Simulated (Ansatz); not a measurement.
Short convergence ladders for the (001) slab of SrAg2 (cut from a parent of space group no. 74; 12 atoms in the cell)

```yaml
crystal:
  lattice:
    - [4.73878, 0.00000, 0.00000]
    - [0.00000, 7.72372, 0.00000]
    - [0.00000, 0.00000, 21.52820]
  atoms:
    - { symbol: Sr, position: [0.50000, 0.75000, 0.51730] }
    - { symbol: Sr, position: [0.50000, 0.25000, 0.48270] }
    - { symbol: Ag, position: [0.00000, 0.94541, 0.43763] }
    - { symbol: Ag, position: [0.00000, 0.05459, 0.56237] }
    - { symbol: Ag, position: [0.50000, 0.05459, 0.62977] }
    - { symbol: Ag, position: [0.50000, 0.94541, 0.37023] }
    - { symbol: Sr, position: [0.00000, 0.25000, 0.32516] }
    - { symbol: Sr, position: [0.00000, 0.75000, 0.67485] }
    - { symbol: Ag, position: [0.50000, 0.44541, 0.62977] }
    - { symbol: Ag, position: [0.50000, 0.55459, 0.37023] }
    - { symbol: Ag, position: [0.00000, 0.55459, 0.43763] }
    - { symbol: Ag, position: [0.00000, 0.44541, 0.56237] }
```

Base method: LDA (PW92), default PAW files made with PBE (plane waves; Ansatz, a first-principles code).

Base settings: basis.ecutwfc = 420 eV; kpoints.mp_grid.grid = 3 2 1; hamiltonian.xc = lda; hamiltonian.pseudopotentials = {kind: paw} (the program's default PAW files); scf.occupations.method = gaussian; scf.occupations.width = 0.1 eV.

The count of work is k-points × plane waves × bands × iterations; it is no time. 

**The vacuum**

The mesh stays at the base's, so the ladder's end is converged at best in this setting alone.

Only quantities that move along the ladder and can be compared are tabulated.

```tsv
vacuum between outermost atoms (Å)	free energy less the last step's (meV/atom)	largest difference of a force vector from the last step's (eV/Å)	count of work / last
3.0	-105.42	0.767	0.31
4.0	-47.85	0.353	0.34
5.0	-21.28	0.157	0.37
6.0	-8.60	0.066	0.40
7.0	-3.01	0.020	0.39
8.0	-0.94	0.009	0.41
10.0	-0.05	0.002	0.46
12.0	0.01	0.000	0.52
14.0	0.01	0.000	0.57
17.0	0.00	0.000	0.65
20.0	0.00	0.000	0.74
25.0	-0.01	0.000	0.87
30.0	0.00	0.000	1.0
```

Smallest vacuum between outermost atoms (Å) that holds the free energy within 0.5 meV/atom of the last step, with all finer ones: 10.0; the step before is off by 0.94 meV/atom.

Smallest vacuum between outermost atoms (Å) that holds the forces within 0.01 eV/Å of the last step, with all finer ones: 8.0, at 0.41 of the last step's count of work; the step before is off by 0.020 eV/Å.

**The k-point mesh**

Only quantities that move along the ladder and can be compared are tabulated.

| kpoints.mp_grid.grid | free energy less the last step's (meV/atom) | largest difference of a force vector from the last step's (eV/Å) | count of work / last |
|---|---|---|---|
| 2 1 1 | 20.53 | 0.372 | 0.044 |
| 2 2 1 | -50.20 | 0.245 | 0.074 |
| 3 2 1 | -15.67 | 0.096 | 0.074 |
| 4 3 1 | 5.59 | 0.062 | 0.10 |
| 5 3 1 | 5.96 | 0.066 | 0.11 |
| 6 4 1 | 3.13 | 0.029 | 0.22 |
| 7 5 1 | -0.59 | 0.022 | 0.20 |
| 8 5 1 | 0.14 | 0.026 | 0.25 |
| 10 6 1 | 0.76 | 0.015 | 0.40 |
| 11 7 1 | -0.60 | 0.007 | 0.40 |
| 13 8 1 | 0.21 | 0.006 | 0.58 |
| 15 10 1 | 0.10 | 0.005 | 0.80 |
| 18 11 1 | 0.00 | 0.000 | 1.0 |

Coarsest kpoints.mp_grid.grid that holds the free energy within 0.5 meV/atom of the last step, with all finer ones: 13 8 1; the step before is off by 0.60 meV/atom.

Two neighbours can agree and both be off: 4 3 1 and 5 3 1 differ by 0.37 meV/atom in the free energy, yet lie about 6.0 meV/atom from the last step.

**The plane-wave cutoff**

The mesh stays at the base's, so the ladder's end is converged at best in this setting alone.

Only quantities that move along the ladder and can be compared are tabulated.

| basis.ecutwfc | free energy less the last step's (meV/atom) | largest difference of a force vector from the last step's (eV/Å) | count of work / last |
|---|---|---|---|
| 210 eV | 4836.06 | 0.333 | 0.13 |
| 250 eV | 943.47 | 0.145 | 0.16 |
| 295 eV | 110.48 | 0.006 | 0.21 |
| 355 eV | 2.97 | 0.001 | 0.27 |
| 420 eV | 0.80 | 0.000 | 0.35 |
| 505 eV | 0.36 | 0.000 | 0.47 |
| 630 eV | 0.12 | 0.000 | 0.65 |
| 840 eV | 0.00 | 0.000 | 1.0 |

Coarsest basis.ecutwfc that holds the forces within 0.02 eV/Å of the last step, with all finer ones: 295 eV, at 0.21 of the last step's count of work; the step before is off by 0.15 eV/Å.

Coarsest basis.ecutwfc that holds the free energy within 5 meV/atom of the last step, with all finer ones: 355 eV, at 0.27 of the last step's count of work; the step before is off by 110 meV/atom.

On the base run: the starting cell comes from a database of computed structures (which also holds hypothetical and non-ambient phases and stackings), without a prior relaxation at this level. The slab is cut from that crystal, and its faces are unrelaxed. Its lattice was rescaled by up to half a per cent. Without a gap this mesh is coarse (it stands for a supercell whose shortest in-plane vector is 14 Å).

Left out of this page: 1 run of the series outside the window shown, repeating another row's setting, or not comparable.

Keys are those of Ansatz 0.2.
